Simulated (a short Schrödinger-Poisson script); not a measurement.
From a short Schrödinger-Poisson script (our own, NumPy): one-band effective-mass equation with BenDaniel-Duke matching, electrons, heavy and light holes apart, hard walls at the outer ends, one valence edge for both holes (no strain splitting), no charge, excitons, band mixing or non-parabolicity; under a field the levels are quasi-bound states of a box, listed while three quarters of their weight lies within 4 nm of the wells.

Stack: single In0.1Ga0.9N/GaN quantum well.

From the first side: 12 nm GaN; 2 nm In0.1Ga0.9N, built-in field 1200 kV/cm; 12 nm GaN.

The device is made up for the run: typed textbook-type constants, with dimensions and the other settings drawn at random. In0.1Ga0.9N: direct gap (eV) 3.034, conduction-band edge (eV) 0, electron mass (mₑ) 0.187, heavy-hole mass 1.7, light-hole mass 0.3. GaN: direct gap (eV) 3.43, conduction-band edge (eV) 0.277, electron mass (mₑ) 0.2, heavy-hole mass 1.9, light-hole mass 0.33.

The valence-band edge of each layer lies one gap below its conduction-band edge. The electron's potential energy rises along the stack by the applied field and, inside the well alone, by the built-in field (unscreened; none in the barriers). Mesh 0.03 nm at interfaces.

Problem. Give the squared e1-hh1 overlap at zero applied field; the e1-hh1 transition at zero applied field (eV).

Solution. squared e1-hh1 overlap at zero applied field: 0.34; e1-hh1 transition at zero applied field (eV): 3.116. Excitons, screening of the built-in field, fields in the barriers and alloy fluctuations are left out, and strain enters only through the typed gaps and offsets, so measured lines lie elsewhere.
